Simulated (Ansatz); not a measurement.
The starting structures come from a database of crystals and need not be the phases stable at ambient conditions.

 Where the default PAW files enter, the runs use the earlier of Ansatz's two default sets.

# Evanescent states of SnF4 (I4/mmm, not sure to be the ambient phase, 5 atoms a cell, 14.0 Å³ an atom, -5 GPa at this level) along the normal of (001)

These are r2SCAN (plane waves, PAW; Ansatz, a quantum-chemistry and plane-wave program) values and carry that method's errors.

No gap correction and no spin-orbit coupling; mid-gap values are interpolated between computed energies.

Energies count from the valence-band top; κ is the least over a 8×8 mesh across the current.

| E (eV) | κ (1/Å) | where |
|---|---|---|
| 0.10 | 0.358 | off Γ |
| 0.28 | 0.442 | Γ |
| 0.47 | 0.453 | Γ |
| 0.67 | 0.461 | Γ |
| 0.85 | 0.466 | Γ |
| 1.04 | 0.469 | Γ |
| 1.24 | 0.470 | Γ |
| 1.43 | 0.468 | Γ |
| 1.61 | 0.465 | Γ |
| 1.80 | 0.459 | Γ |
| 2.00 | 0.451 | Γ |
| 2.19 | 0.441 | Γ |
| 2.38 | 0.429 | Γ |
| 2.56 | 0.414 | Γ |
| 2.75 | 0.395 | Γ |
| 2.94 | 0.373 | Γ |
| 3.13 | 0.346 | Γ |
| 3.33 | 0.313 | Γ |
| 3.52 | 0.270 | Γ |
| 3.71 | 0.212 | Γ |
| 3.90 | 0.114 | Γ |

Task: How thick must the barrier be to attenuate the transmission by 10^8 when the electrodes' Fermi level lies at 3.90 eV, and what attenuation does that film give at 2.94 eV?

Result: d = 8 ln 10 / (2 × 0.114) = 80.8 Å. At 2.94 eV it gives 8 × 0.373/0.114 = 26.2 decades.
